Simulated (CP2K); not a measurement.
Input and output of a self-consistent single point for SrFe2As2 (I4/mmm, 5 atoms in the cell) (CP2K).

Computed with CP2K with LDA (Pade form), GPW, DZVP-MOLOPT-SR-GTH basis, GTH-PADE potentials (GTH_POTENTIALS).

```yaml
crystal:
  lattice:
    - [6.46166, 0.00000, 0.00000]
    - [4.07861, 5.01179, 0.00000]
    - [-5.27013, -2.50589, 2.77475]
  atoms:
    - { symbol: Sr, position: [0.00000, 0.00000, 0.00000] }
    - { symbol: Fe, position: [0.25000, 0.75000, 0.50000] }
    - { symbol: Fe, position: [0.75000, 0.25000, 0.50000] }
    - { symbol: As, position: [0.64900, 0.64900, 0.00000] }
    - { symbol: As, position: [0.35100, 0.35100, 0.00000] }
```

Reference input (self-consistent single point, DFT PBEsol, GPW, DZVP-MOLOPT-SR-GTH basis, GTH-PBE potentials (GTH_POTENTIALS)): CUTOFF = 600 Ry; REL_CUTOFF = 50 Ry; SMEAR/METHOD = GAUSSIAN; SIGMA = 0.2 eV; KPOINTS/SCHEME = MONKHORST-PACK 6 6 6; GAMMA_CENTERED = T; XC_FUNCTIONAL = PBE:PBESOL; Sr/BASIS_SET = DZVP-MOLOPT-SR-GTH-q10; Sr/POTENTIAL = GTH-PBE-q10; Fe/BASIS_SET = DZVP-MOLOPT-SR-GTH-q16; Fe/POTENTIAL = GTH-PBE-q16; As/BASIS_SET = DZVP-MOLOPT-SR-GTH-q5. This run's input differs from it in these lines:

```diff
@@ -44,6 +44,3 @@
     &XC
-      &XC_FUNCTIONAL
-        &PBE
-          PARAMETRIZATION PBESOL
-        &END PBE
+      &XC_FUNCTIONAL PADE
       &END XC_FUNCTIONAL
@@ -81,3 +78,3 @@
       BASIS_SET DZVP-MOLOPT-SR-GTH-q10
-      POTENTIAL GTH-PBE-q10
+      POTENTIAL GTH-PADE-q10
     &END KIND
@@ -85,3 +82,3 @@
       BASIS_SET DZVP-MOLOPT-SR-GTH-q16
-      POTENTIAL GTH-PBE-q16
+      POTENTIAL GTH-PADE-q16
     &END KIND
@@ -89,3 +86,3 @@
       BASIS_SET DZVP-MOLOPT-SR-GTH-q5
-      POTENTIAL GTH-PBE-q5
+      POTENTIAL GTH-PADE-q5
     &END KIND
```

Output (repeated stretches shortened):

```
 SCF WAVEFUNCTION OPTIMIZATION

  Step     Update method      Time    Convergence         Total energy    Change
     1 NoMix/Diag. 0.30E+00      -     1.96364888      -291.7208382823 -2.92E+02
     2 Broy./Diag. 0.30E+00      -     0.19488688      -284.9835083327  6.74E+00
     3 Broy./Diag. 0.30E+00      -     0.03238088      -292.4308294273 -7.45E+00
     4 Broy./Diag. 0.30E+00      -     0.04520394      -290.2358543022  2.19E+00
     5 Broy./Diag. 0.30E+00      -     0.01440790      -290.5240418949 -2.88E-01
     6 Broy./Diag. 0.30E+00      -     0.01055602      -290.4632182997  6.08E-02
   [... 13 lines left out ...]
    20 Broy./Diag. 0.30E+00      -     0.00000115      -290.6490618963  3.13E-06
    21 Broy./Diag. 0.30E+00      -     0.00000058      -290.6490604570  1.44E-06
    22 Broy./Diag. 0.30E+00      -     0.00000014      -290.6490598621  5.95E-07
    23 Broy./Diag. 0.30E+00      -     0.00000009      -290.6490609954 -1.13E-06
  *** SCF run converged in    23 steps ***

  Overlap energy of the core charge distribution:               0.00000000117908
  Self energy of the core charge distribution:               -487.09572912921146
  Core Hamiltonian energy:                                    131.15965780969145
  Hartree energy:                                              98.99452814153834
  Exchange-correlation energy:                                -33.70522952260117
  Smearing free energy correction:                             -0.00228829548226
  Fermi energy:                                                 0.33016033692026

  Total energy:                                              -290.64906099535193
  Total energy (extrapolated to sigma->0):                   -290.64791684761082

   [... lines left out ...]

 STRESS| Analytical stress tensor [bar]
 STRESS|                        x                   y                   z
 STRESS|      x       -4.47259050614E+04   7.90758192174E+01   6.38799594594E-01
 STRESS|      y        7.90758192174E+01  -4.48544195710E+04   2.94690378428E-01
 STRESS|      z        6.38799594594E-01   2.94690378428E-01  -4.48921013364E+04
 STRESS| 1/3 Trace                                            -4.48241419896E+04
```

The run converged in 23 iterations. Against the reference run the pressure goes from 0.51 to -4.48 GPa and the largest force goes from 0.578 to 0.117 eV/Å.

The starting cell comes from a database of computed structures (which also holds hypothetical and non-ambient phases and stackings), without a prior relaxation at this level. Spin polarisation is off, so a magnetic state, if there is one, cannot be reached. Values carry the incompleteness of an atom-centred basis. With a pressure of about -4 GPa the cell is away from its equilibrium volume at this level.

Cost on one core of a shared machine: roughly 80 s.
